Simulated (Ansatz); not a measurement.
Response to strain in SiC

Base system: SiC in the zinc blende structure (space group F-43m, No. 216; a = 4.357 Å). Axes: x, y, z lie along the cube axes.

Strains are applied to the cell and any free atomic positions relax.

Computed with DFT with PBEsol, PAW potentials and a 420 eV plane-wave cutoff in Ansatz (a first-principles code), no spin-orbit coupling.

Candidates:
(a) uniaxial strain ε_zz = +1.00 %
(b) uniaxial strain ε_zz = +1.50 %
(c) uniaxial strain ε_zz = −1.50 %
(d) uniaxial strain ε_zz = −1.00 %
(e) uniaxial strain ε_zz = −2.00 %

Base values:

| Quantity | Value |
|---|---|
| Band gap | 1.24 eV |

Problem. Order them by band gap, highest first.

Solution. (a) uniaxial strain ε_zz = +1.00 % (1.20 eV), (b) uniaxial strain ε_zz = +1.50 % (1.18 eV), (d) uniaxial strain ε_zz = −1.00 % (1.13 eV), (c) uniaxial strain ε_zz = −1.50 % (1.07 eV), (e) uniaxial strain ε_zz = −2.00 % (1.01 eV)

Stability against distortions was not tested.
